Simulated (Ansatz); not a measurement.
Results of PBEsol (Ansatz, a program for electronic structure, plane waves, PAW) for Al₂Cu (Fm-3m, No. 225, 3 atoms in the cell; start mp-985806; a measured phase of this formula has another space group).

Input:

Ansatz 0.2 input:
```yaml
crystal:
  lattice:
    - [-2.038146773, 2.038146773, 2.8822753429]
    - [2.038146773, -2.038146773, 2.8822753429]
    - [2.038146773, 2.038146773, -2.8822753429]
  atoms:
    - { symbol: Al, position: [0.75, 0.25, 0.5] }
    - { symbol: Al, position: [0.25, 0.75, 0.5] }
    - { symbol: Cu, position: [0.5, 0.5, 0.0] }
basis:
  ecutwfc: 520
  ecutrho_ratio: 4
  xc_grid: 2
kpoints:
  mp_grid: { grid: [20, 20, 20] }
hamiltonian:
  xc: pbesol
  dispersion: none
  pseudopotentials: { kind: paw }
scf:
  occupations: { method: fermi_dirac, width: 0.05 }
output:
  forces: true
  stress: true
  eigenvalues: true
relax:
  f_tol: 0.004
  escape_saddle: false
  max_steps: 80
```

Excerpt of the program's output:

```
WARN 32 symmetry operations that the atoms keep within the bar at which the run's group was sought (crystal.symmetry.tolerance 1.0e-5, or twice it) were not …
WARN output.stress: scf.convergence.dr2_threshold = 1e-7 eV (the SCF's general default) is looser than the 3e-10 eV advised for a printed stress (1e-10 eV for …
Relaxation: its limit of steps is 80 (relax.max_steps)
Crystal: 3 atoms, lattice volume = 47.892 Å³
Basis set: ecut = 520 eV, 1243 PW (Γ), exchange–correlation on 64×64×64 points (8 copies of the dense FFT grid, shifted against one another)
Bands: 17, of which v1, the nominal top of the filled ones, is band 13 counted from 1 (12 counted from 0)
Symmetry: 16 space group operations
Space group: I4/mmm (ITA 139), of the structure as read, at distance tolerance 3.6e-5 Å
k-points: 641 of 8000
Functional: x = pbesol(κ = 0.804, μ = 0.12345679012345678), c = pbesol(β = 0.046)
SCF iter   1: F=—  HF=-7638.418187 eV  |F-HF|=—  |Δ(HF+E_count)|=         —  Δρ=7.90e-3  dr2=1.64e-2
SCF iter   2: F=—  HF=-7638.415006 eV  |F-HF|=—  |Δ(HF+E_count)|=   3.18e-3  Δρ=1.28e-3  dr2=8.81e-4
  ...
SCF iter   6: F=—  HF=-7638.415042 eV  |F-HF|=—  |Δ(HF+E_count)|=   3.91e-8  Δρ=3.24e-5  dr2=5.61e-7
SCF iter   7: F=-7638.415042 eV  HF=-7638.415042 eV  |F-HF|=1.73e-8  |Δ(HF+E_count)|=   1.31e-7  Δρ=2.96e-6  dr2=4.24e-9
SCF 1 converged in 7 iterations: F = -7638.415042 eV  dr2 = 4.24e-9
relax step   1: F+E_penalty+E_count = -7638.41504208 eV  Δ(F+E_penalty+E_count) = +0.000e0 eV  max|allowed force component| = 1.735e-17 eV/Å  Δτ_max = 0.0000 Å  (7 SCF iters, accepted)
SCF converged after 7 iterations
Free energy (F): -7638.415042 eV
Internal energy: -7638.407757 eV  (E = F + TS)
E sigma→0 (E₀):  -7638.411399 eV
Fermi energy:    9.108640 eV
--- Forces (eV/Å), atoms counted from 1 ---
  atom   1  Al    -0.00000000    -0.00000000     0.00000000
  atom   2  Al     0.00000000    -0.00000000     0.00000000
  atom   3  Cu    -0.00000000    -0.00000000     0.00000000
--- Stress (GPa, compression-positive) ---
       -1.987890      -0.000000      -0.000000
       -0.000000      -1.987890       0.000000
       -0.000000       0.000000      -1.984556
  P = ⅓ Tr σ = -1.9868 GPa (-19.868 kbar)
```

The cell is one volume of an energy–volume scan, off the minimum.

The PAW data were made under PBE.

Note: the run has no spin polarisation, so it can have missed a magnetic state. Note: the relaxation could not lower the start's symmetry, so the cell can be a saddle point above a distorted one.

The result took very roughly 23 core-seconds.

A start named mp-… is a Materials Project structure, which need not be a measured phase.
